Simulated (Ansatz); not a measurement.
**rock-salt MgO (1 1 1) on beta Ga2O3 (-2 0 1) (film strained to the substrate, faces as cut)**

A periodic stack without vacuum, rock-salt MgO (1 1 1) on beta Ga2O3 (-2 0 1) (film strained to the substrate, faces as cut): substrate slab Ga10O18, film Mg15O12, surface cells [[-2, -1], [-1, -1]] and [[0, -1], [3, -2]], film strained by -4.2 and +2.5 %, faces O/O and Mg/Mg as cut (like faces can put a slab off its formula).

The start was prepared with a machine-learned potential, and the result is one local minimum, with the in-plane cell held and forces under 0.04 eV/Å; the film can end far from its bulk form.

Calculation: PBE (plane waves to 420 eV, PAW; Ansatz, a program for electronic structure). Spin–orbit coupling is left out; the runs are not spin-polarised; PBE gaps are too small against experiment. Its k-point mesh 8×3×1, Fermi–Dirac width 0.05 eV.

```
Property                                                                                    Value
--------------------------------------------------------------------------------  ---------------
interface area                                                                            23.1 Å²
period                                                                                    24.70 Å
gaps between the outermost planes at the two interfaces                           0.90 and 0.90 Å
Mg–O contacts across the interfaces within 1.22 times the sum of covalent radii   18, mean 2.12 Å
Ga–Mg contacts across the interfaces within 1.22 times the sum of covalent radii   2, mean 2.51 Å
```

```xyz
55
Lattice="3.0827 -0.0004 -0.0905 1.5406 7.4823 -0.1663 -2.3057 -1.6698 24.8119" Properties=species:S:1:pos:R:3 pbc="T T T"
Ga     1.1632     1.0055     1.4767
Ga     2.7258     5.0042     2.2439
Ga    -0.2956    -0.1267     4.3979
Ga     1.2430     2.7031     4.2460
Ga     2.8397     5.0668     6.0390
Ga    -0.2035     1.6208     7.2387
Ga     1.3933     3.9846     9.0316
Ga     2.9319     6.8144     8.8798
Ga    -0.0897     1.6834    11.0337
Ga     1.4727     5.6817    11.8009
O      1.1173     2.4479     0.3429
O      2.7532     3.3373     3.1515
O      1.2160     0.8713     3.3042
O      2.6642     5.0705     0.4101
O      1.2034     5.8946     2.9212
O      2.6763     0.1892     0.5623
O      2.8164     6.7358     5.2190
O     -0.1802    -0.0482     8.0587
O      2.9010     4.9837     7.9266
O      2.8178     1.7035     5.2606
O      1.3549     2.4863     7.7689
O      1.2814     4.2013     5.5088
O      2.9657     3.3500    10.0357
O      1.5183     4.2393    12.9346
O     -0.0285     1.6166    12.8675
O      1.4201     5.8163     9.9734
O      3.0422     6.4975    12.6247
O      1.4327     0.7931    10.3563
Mg     0.0075     3.3211    13.9335
Mg     1.5732     5.7177    14.3057
Mg     1.5456     0.8181    13.8934
Mg     0.0880     1.6680    16.5015
Mg     1.6337     4.0996    16.5450
Mg    -1.4472    -0.8126    16.7234
Mg     0.1645     0.0250    19.0763
Mg     1.7061     2.5084    18.9995
Mg     0.1651     4.9921    19.0132
Mg     1.7769     5.8298    21.3661
Mg    -1.3040     0.9176    21.5445
Mg     0.2417     3.3492    21.5879
Mg     1.8670     4.1987    24.1054
Mg    -1.2436    -0.7005    23.7838
Mg     0.3224     1.6962    24.1560
O      1.5926     2.4776    15.2363
O      0.0593     4.9641    15.4048
O      0.0530    -0.0178    15.3414
O      1.6689     0.8464    17.7776
O      0.1281     3.3140    17.8018
O      1.6697     5.8234    17.7259
O     -1.3400    -0.8062    20.3636
O      0.2017     1.7031    20.2877
O      1.7436     4.1703    20.2214
O      0.2767     5.0350    22.7481
O      0.2704     0.0530    22.6847
O      1.8198     2.5392    22.7626
```
